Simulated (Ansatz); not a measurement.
An Ansatz (a quantum-chemistry and plane-wave program) run: La3In; Kohn–Sham DFT with the PBEsol functional, run in Ansatz with PAW and 420 eV plane waves, scalar-relativistic without spin-orbit coupling.

Input:

Ansatz 0.2 input:
```yaml
crystal:
  lattice:
    - [4.9658644105, 0, 0]
    - [0, 4.9658644105, 0]
    - [0, 0, 4.9658644105]
  atoms:
    - { symbol: La, position: [0.5, 0.5, 0] }
    - { symbol: La, position: [0, 0.5, 0.5] }
    - { symbol: La, position: [0.5, 0, 0.5] }
    - { symbol: In, position: [0, 0, 0] }
basis: { ecutwfc: 420, ecutrho_ratio: 4, xc_grid: 2, fft_grid_basis: typed }
kpoints: { mp_grid: { grid: [10, 10, 10] } }
hamiltonian:
  xc: pbesol
  dispersion: none
  pseudopotentials: { kind: paw }
scf: { occupations: { method: fermi_dirac, width: 0.05 }, convergence: { dr2_threshold: 0.0000000004 } }
output: { forces: true, stress: true }
```

Output:

```
WARN ansatz: RAYON_NUM_THREADS=1 ignored (pool sized by the plan → 1); use --threads N
Pseudopotentials: kind: paw
Pseudopotential: La, paw, valence charge 11
Pseudopotential: In, paw, valence charge 13
Functional definition: PBEsol
Crystal: 4 atoms, lattice volume = 122.457 Å³
Basis set: ecut = 420 eV, 2373 PW (Γ), exchange–correlation on 72×72×72 points (8 copies of the dense FFT grid, shifted against one another)
Bands: 27, of which v1, the nominal top of the filled ones, is band 23 counted from 1 (22 counted from 0)
Symmetry: 48 space group operations
Space group: Pm-3m (ITA 221), of the structure as read, at distance tolerance 5.0e-5 Å
k-points: 56 of 1000
PAW frozen core: La, regenerated for the run's functional, and the local potential with it
PAW frozen core: In, regenerated for the run's functional, and the local potential with it
Initial density: superposition of atomic densities (neutral atoms: chi_scale 0, normalization atom), corrected by the library's trained network
Initial wavefunctions: pseudopotential atomic-orbital guess
Eigensolver: davidson
Functional: x = pbesol(κ = 0.804, μ = 0.12345679012345678), c = pbesol(β = 0.046)
SCF iter   1: F=—  HF=-24010.585176 eV  |F-HF|=—  |Δ(HF+E_count)|=         —  Δρ=4.81e-3  dr2=6.05e-2  ethr=1.77e-3  ⟨swp⟩=5.4  Hψ=7005  notcnv=0
all-band conjugate gradients solve this SCF's bands
preconditioner: auto → Kerker (q_TF=auto, 2.318 Å⁻¹)
SCF iter   2: F=—  HF=-24010.574813 eV  |F-HF|=—  |Δ(HF+E_count)|=   1.04e-2  Δρ=3.03e-3  dr2=2.62e-2  ethr=1.31e-4  ⟨swp⟩=1.4  Hψ=1996  notcnv=0
SCF iter   3: F=—  HF=-24010.568060 eV  |F-HF|=—  |Δ(HF+E_count)|=   6.75e-3  Δρ=5.50e-4  dr2=3.54e-4  ethr=5.70e-5  ⟨swp⟩=2.6  Hψ=2563  notcnv=0
SCF iter   4: F=—  HF=-24010.567993 eV  |F-HF|=—  |Δ(HF+E_count)|=   6.70e-5  Δρ=1.13e-4  dr2=1.89e-5  ethr=7.69e-7  ⟨swp⟩=2.3  Hψ=2632  notcnv=0
SCF iter   5: F=—  HF=-24010.567990 eV  |F-HF|=—  |Δ(HF+E_count)|=   2.35e-6  Δρ=3.50e-5  dr2=1.57e-6  ethr=4.11e-8  ⟨swp⟩=2.5  Hψ=2679  notcnv=0
SCF iter   6: F=—  HF=-24010.567990 eV  |F-HF|=—  |Δ(HF+E_count)|=   1.48e-7  Δρ=8.92e-6  dr2=5.87e-8  ethr=3.41e-9  ⟨swp⟩=2.0  Hψ=2108  notcnv=0
SCF iter   7: F=—  HF=-24010.567990 eV  |F-HF|=—  |Δ(HF+E_count)|=   1.69e-8  Δρ=1.75e-6  dr2=2.96e-9  ethr=1.28e-10  ⟨swp⟩=2.4  Hψ=2906  notcnv=0
SCF iter   8: F=-24010.567990 eV  HF=-24010.567990 eV  |F-HF|=3.64e-11  |Δ(HF+E_count)|=  2.69e-10  Δρ=4.71e-7  dr2=1.88e-10  ethr=1.00e-12  ⟨swp⟩=5.1  Hψ=6519  notcnv=0
SCF 1 converged in 8 iterations: F = -24010.567990 eV  dr2 = 1.88e-10
SCF converged after 8 iterations
Free energy (F): -24010.567990 eV
Harris-Foulkes:  -24010.567990 eV  (|F-HF|=3.64e-11)
Internal energy: -24010.526702 eV  (E = F + TS)
E sigma→0 (E₀):  -24010.547346 eV
Entropy (-TS):   -0.041288 eV (-10.322 meV/atom)
Fermi energy:    12.146920 eV
--- Per-component energies (eV) ---
  E_band       = -86.058794
  E_kinetic    = 827.688899
  E_local      = -2008.788355  (includes V_loc(G=0)·N_el)
  E_nonlocal   = 656.019221
  E_hartree    = 739.487584
  E_xc         = -631.803254
  E_vxc        = -546.009910  (∫ρ·V_xc dr)
  E_paw        = -20067.581891  (= ΣΔE_a)
  E_vpaw       = -493.944109  (= ΣTr[D̂ρ^β])
  E_aug_tail   = 0.000025  (compensation charges beyond the density's cutoff)
  E_ewald      = -3526.293361
  E_core_change = 0.744431  (= ΣΔE_core)
  E_smearing   = -0.041288  (= −TS)
  E_closure    = 0.000000  (closes the sum)
  Σ components = -24010.567990   (vs F -24010.567990, Δ=0.00e0)
  [band-id]    e_kinetic+e_local+e_nonlocal+2·e_hartree+e_vxc+e_vpaw+e_augmentation_tail = -86.059062   (vs E_band -86.058794, Δ=-2.68e-4)
--- Forces (eV/Å), atoms counted from 1 ---
  atom   1  La     0.00000000     0.00000000     0.00000000
  atom   2  La     0.00000000     0.00000000    -0.00000000
  atom   3  La     0.00000000    -0.00000000     0.00000000
  atom   4  In    -0.00000000     0.00000000    -0.00000000
  max |Σ_I F_I| component: 2.83e-29 eV/Å
--- Stress (GPa, compression-positive) ---
       -0.000001       0.000000       0.000000
        0.000000      -0.000001       0.000000
        0.000000       0.000000      -0.000001
  P = ⅓ Tr σ = -0.0000 GPa (-0.000 kbar)
  The stress holds the Pulay correction. Without it, at fixed plane waves, as pw.x and ABINIT print it: P = -0.0095 GPa
  The stress includes an estimate of the error left by incomplete SCF convergence (largest component 0.0001 GPa).
--- Band table ---
  band table: none
```

Whether these cells are dynamically stable was not tested. The cell is La₃In in the Cu3Au type structure (space group Pm-3m, No. 221).
